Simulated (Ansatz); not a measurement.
Space group Fm-3m (No. 225); a = 4.708 Å, b = 4.708 Å, c = 4.708 Å, α = 90.00°, β = 90.00°, γ = 90.00°

| atom | site | symmetry | x | y | z |
|---|---|---|---|---|---|
| Ca | 4a | m-3m | 0.0000 | 0.0000 | 0.0000 |
| O | 4b | m-3m | 0.5000 | 0.5000 | 0.5000 |
(The calculation used a cell of 2 atoms; values per cell refer to that cell.)

Unless called populations, κ holds the coherence term between modes besides the Boltzmann populations.

### Question
Estimate the lattice thermal conductivity at 500 K from the linearised phonon Boltzmann equation (three-phonon plus isotope scattering), Ansatz (a quantum-chemistry and plane-wave program), LDA functional, plane-wave PAW (third-order constants from a 128-atom supercell out to 5.0 Å, harmonic mesh 8×8×8, k mesh 8×8×8, scattering mesh 19×19×19).

### Answer
κ = 20 W/(m K). Four-phonon, boundary and defect scattering are left out; adding them would lower the computed value.

The PAW data sets were generated under PBE and serve the other functionals too.
